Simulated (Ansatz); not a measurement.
MgO: band gap against strain

MgO (rock salt, Fm-3m, 8.993 Å³/atom at rest) under an equal strain ε in the (111) plane with the normal axis free, as in a coherent film. LDA in Ansatz, a plane-wave DFT program (PAW, default set), 420 eV, 14×14×14 Γ-centred mesh, Fermi-Dirac smearing 0.05 eV; ions are relaxed within the symmetry of each cell. Gaps are the smallest over the k-mesh and a band path, without spin-orbit coupling; in all rows the valence edge lies at Γ and the conduction edge at Γ.

Here s stands for strain and Eg for gap.

```csv
strain (%),gap (eV)
-2.50,?
-1.25,5.194
-0.83,5.141
-0.42,5.089
0.00,5.035
```

The 4 complete rows are fitted with a straight line, Eg against s. Means: s -0.62500, Eg 5.1148. About the means, the sum of products is -0.11003 and the sum of squares of s is 0.86530; the slope is their ratio. Least squares gives Eg = 5.0353 - 0.12716·s. Residuals (row less fit): -0.0003, 0.0002, 0.0003, -0.0003; standard error 0.0004 (degrees of freedom: 2). Over these rows the gap moves by -13 ± 0.04 eV per unit strain.

### Question
Estimate the missing Eg (s = -2.50); what did the run itself give?

### Answer
Eg = 5.0353 - 0.12716 × (-2.50) = 5.3532 eV. The calculation gives 5.345 eV, 0.0082 eV below the prediction (2.6 % of the range of Eg in the table). The row lies outside the fitted rows, so this is an extrapolation. The fitted rows scatter only by rounding.

One order more, fitted to all 7 runs of the series, follows each within 0.001, so the miss is the next term of a smooth law. Rows are the converged runs of the series near zero and its far end; series whose fitted rows scatter by over a few per cent of the range, as at a crossing or softening among them, aren't shown in this form. Most that stay on the fit to the last digits aren't either.
